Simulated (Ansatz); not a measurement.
**What isotropic strain +0.86 % does to InSb**

The parent structure is InSb in the zinc blende structure (space group F-43m, No. 216; a = 6.556 Å).

The change: an isotropic linear strain of +0.86 %, atoms relaxed at fixed cell.

Computed with r2SCAN (Ansatz, a program for electronic structure, PAW, no spin-orbit coupling). Γ-centred 12×12×12 mesh, Fermi–Dirac width 0.05 eV.

| quantity | base | changed | shift |
|---|---|---|---|
| volume per atom | 35.22 Å³ | 36.14 Å³ | +0.92 Å³ |
| space group | F-43m (No. 216) | F-43m (No. 216) | – |
| shortest interatomic distance | 2.839 Å | 2.863 Å | +0.024 Å |
| energy relative to the base (free energy F) | 0 meV/atom | +3.0 meV/atom | +3.0 meV/atom |
| band gap | zero | zero | – |

Final structure:

```
CELL_PARAMETERS angstrom
      0.00000     3.30615     3.30615
      3.30615     0.00000     3.30615
      3.30615     3.30615     0.00000
ATOMIC_POSITIONS crystal
  Sb 0.75000 0.75000 0.75000
  In 0.00000 0.00000 0.00000
```

Spin-orbit coupling, missing from the scalar runs, can matter with Sb. No phonon test of stability was made. All final runs are without spin polarisation. Gaps under 0.05 eV, about the width of the smearing, are given as zero. A zero or small gap of InSb can be the functional's error rather than a property of the material.
